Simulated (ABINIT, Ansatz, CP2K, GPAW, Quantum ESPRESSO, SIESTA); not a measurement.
# Si₂Ni (Fm-3m, 3 atoms in the cell) computed with different codes at matched settings

Self-consistent single point.

```
CELL_PARAMETERS angstrom
      0.00000     2.69315     2.69315
      2.69315     0.00000     2.69315
      2.69315     2.69315     0.00000
ATOMIC_POSITIONS crystal
  Si 0.25000 0.25000 0.25000
  Si 0.75000 0.75000 0.75000
  Ni 0.00000 0.00000 0.00000
```

Shared settings, as Ansatz (a first-principles code) writes them: kpoints.mp_grid.grid = 9 9 9; scf.occupations.method = gaussian; scf.occupations.width = 0.0073 Ry. Potentials and cutoffs stand in the table.

| code | model | pressure (GPa) | cutoff |
|---|---|---|---|
| ABINIT | LDA (PW92), norm-conserving pseudopotentials (PseudoDojo nc-sr-04 LDA standard) | -2.97 | 49 Ha |
| Ansatz | LDA (PW92), default PAW files made with PBE | -2.75 | default |
| Quantum ESPRESSO | LDA (PZ), PSlibrary ultrasoft (LDA) pseudopotentials | -2.78 | 50 Ry |
| CP2K | LDA (Pade form), GPW, DZVP-MOLOPT-SR-GTH basis, GTH-PADE potentials (GTH_POTENTIALS) | -3.72 | grid 600 Ry |
| GPAW | LDA (Perdew-Wang 92), GPAW PAW datasets LDA (gpaw-data 1.0.1) | -1.74 | 800 eV |
| SIESTA | LDA PW92, numerical atomic orbitals DZP, PseudoDojo LDA standard norm-conserving potentials (rewritten from UPF to PSML) | -4.31 | grid 350 Ry |

On Ansatz's run: spin polarisation is off.

The spread over the programs that give each value: pressure within 2.57 GPa.

CP2K and SIESTA use small atom-centred bases, whose incompleteness enters pressures, forces and empty levels differently from a plane-wave cutoff. Ansatz's pressure is given at a fixed set of plane waves, as the other plane-wave codes print theirs; with its correction for the finite basis it is -2.66 GPa. The same LDA comes in different parametrisations, which differ slightly. In the pressure, GPAW (by 1.02) and SIESTA (by 1.55) lie more than 1 GPa from the median of the plane-wave programs.

The starting cell comes from a database of computed structures (which also holds hypothetical and non-ambient phases and stackings), without a prior relaxation at this level.

Left out of this page: Elk (not drawn, or without a comparable value).

Keys are those of Ansatz 0.2.
